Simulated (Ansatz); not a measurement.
The reference is KTaO3 in the cubic perovskite structure (space group Pm-3m, No. 221; a = 4.024 Å).

Method: PBE/PAW in Ansatz (a quantum-chemistry and plane-wave program), without spin-orbit coupling.

Before the change:

| Item | Result |
|---|---|
| Density | 6.83 g/cm³ |
| Band gap | 2.16 eV |
| Smallest direct gap | 2.78 eV |

Now apply this change: a hydrostatic pressure of 4.2 GPa.

Predict the new density, band gap and smallest direct gap.

The density rises by 0.15 g/cm³, from 6.83 g/cm³ to 6.98 g/cm³; the band gap grows by 0.05 eV (2.16 eV → 2.21 eV); the smallest direct gap rises by 0.04 eV to 2.82 eV.

Spin-orbit coupling, missing from the scalar runs, can matter with Ta. Load acts through the strain it causes; cell and atoms are relaxed under it. No phonon test of stability was made.
